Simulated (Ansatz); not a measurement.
The reference is CaC$_{2}$ (space group C2/c, No. 15; a cell from a computed database, its experimental status unchecked).

CaC2 is taken in the monoclinic space group C2/c (No. 15), Pearson symbol mS12. Lattice parameters: a = 6.5202 Å, b = 4.0835 Å, c = 7.2909 Å, α = γ = 90.00°, β = 106.08°. Ca on 4e sees 4 C at 2.538–2.607 Å and 4 C at 2.742–2.807 Å and 2 C at 3.074 Å. C on 8f sees 1 C at 1.258 Å and 2 Ca at 2.538–2.607 Å and 2 Ca at 2.742–2.807 Å and 1 Ca at 3.074 Å. (Neighbours: up to the widest gap in distance over summed covalent radii, below 1.35, at either atom; cation-cation and far metal-metal contacts left out.)
(The calculation used a cell of 6 atoms; values per cell refer to that cell.)

Levels (all Ansatz, a quantum-chemistry and plane-wave program, PAW): PBEsol (420 eV, without spin-orbit coupling); r2SCAN (500 eV, no SOC).

The geometry is relaxed with PBEsol.

| Item | Value |
|---|---|
| PBEsol lowest conduction level above the VBM at special points | Y₂ 1.74 eV; L₂ 2.58 eV; Γ 3.09 eV; M₂ 3.11 eV |
| PBEsol gap character | indirect, Γ–C (64 % along) → Y₂ |
| PBEsol pressure | 0.00 GPa |

Question: How does going to r2SCAN change the lowest conduction level above the VBM at special points, gap character and pressure?

Answer: The lowest conduction level above the VBM at special points becomes Y₂ 2.19 eV; L₂ 3.07 eV; Γ 3.57 eV; M₂ 3.58 eV (PBEsol: Y₂ 1.74 eV; L₂ 2.58 eV; Γ 3.09 eV; M₂ 3.11 eV); the gap character stays indirect, Γ–C (64 % along) → Y₂; the pressure goes from zero to 1.17 GPa.

Single points use the geometry relaxed with PBEsol. Their cutoffs differ, which shifts pressures a little. No phonon test of stability was made.
